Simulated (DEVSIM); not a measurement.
Device: abrupt Si n-p junction, at 400 K.

```
layer (left to right)  material  thickness (μm)  Nd (cm⁻³)  Na (cm⁻³)  τn (s)  τp (s)
---------------------  --------  --------------  ---------  ---------  ------  ------
1                            Si           0.270       1e16          -  7.3e-5  7.3e-5
2                            Si            95.0          -     8.6e17  7.3e-5  7.3e-5
```

Left contact: ohmic. Right contact: ohmic. Voltage is applied to the left contact. Recombination: SRH at mid-gap, Auger. Mobility is μmin + (μ − μmin)/(1 + (N/Nref)^α).

Constants are typed, rounded textbook-type inputs, not results; the design itself was drawn at random and stands for no fabricated device. Values at 300 K; Nc and Nv go as T^1.5, mobilities as T to minus their exponent, the gap by Varshni's rule with the affinity fixed.

| parameter | Si |
|---|---|
| gap (eV) | 1.124 |
| affinity (eV) | 4.05 |
| permittivity | 11.7 |
| Nc (cm⁻³) | 2.86e19 |
| Nv (cm⁻³) | 3.1e19 |
| μn (cm²/Vs) | 1417 |
| μp (cm²/Vs) | 470 |
| μn,min | 52 |
| μp,min | 45 |
| Nref,n | 9.7e16 |
| Nref,p | 2.2e17 |
| αn | 0.68 |
| αp | 0.72 |
| T exponent of μn | 2.3 |
| T exponent of μp | 2.2 |
| Cn (cm⁶/s) | 2.8e-31 |
| Cp (cm⁶/s) | 9.9e-32 |
| Varshni α (eV/K) | 0.000473 |
| Varshni β (K) | 636 |

Simulated with DEVSIM: 1D drift-diffusion, Boltzmann statistics, complete ionisation; no tunnelling, impact ionisation, image-force lowering or self-heating.

The doping Na of layer 2 was swept, all else fixed.

```csv
doping Na of layer 2 (cm^-3),largest field in the device at zero bias (V/cm),dark forward voltage at 1 A/cm² (V),potential step across the device at zero bias (V),dark forward voltage at 100 A/cm² (V)
2.6e16,___,___,0.548,___
8.6e16,39000,0.276,0.589,0.832
2.6e17,47000,0.269,0.628,0.612
8.6e17,68000,0.264,0.669,0.517
2.6e18,110000,0.262,0.707,0.478
8.6e18,190000,0.261,0.748,0.457
```

Task: Some entries are withheld; supply them.

Result: 
- 2.6e16, largest field in the device at zero bias (V/cm): 33000
- 2.6e16, dark forward voltage at 1 A/cm² (V): 0.291
- 2.6e16, dark forward voltage at 100 A/cm² (V): 1.438
